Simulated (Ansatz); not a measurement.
# A computed series for Si: response to strain

Base system: Si in the diamond structure (space group Fd-3m, No. 227).

```
Si
1.0
    0.00000     2.71678     2.71678
    2.71678     0.00000     2.71678
    2.71678     2.71678     0.00000
Si
2
Cartesian
  2.71678   2.71678   2.71678
  4.07517   4.07517   4.07517
```

Cartesian axes are those of the cell as printed.

Strains are applied to the cell and any free atomic positions relax; under biaxial strain the out-of-plane vector relaxes too.

All numbers come from Ansatz (a first-principles code), PBEsol, PAW, cutoff 420 eV, without spin-orbit coupling, earlier PAW set.

Before the change:

- Band gap: 0.47 eV

Problem. The aim is a band gap between 0.27 eV and 0.34 eV. Which of these changes reaches it?
(A) biaxial strain −1.38 %, plane normal [001], relaxed out of plane
(B) isotropic strain +1.00 %
(C) isotropic strain +1.46 %

Solution. A, biaxial strain −1.38 %, plane normal [001], relaxed out of plane. It gives 0.30 eV; isotropic strain +1.46 % gives 0.54 eV; isotropic strain +1.00 % gives 0.52 eV. Changes not listed may reach it too

Whether these cells are dynamically stable was not tested.
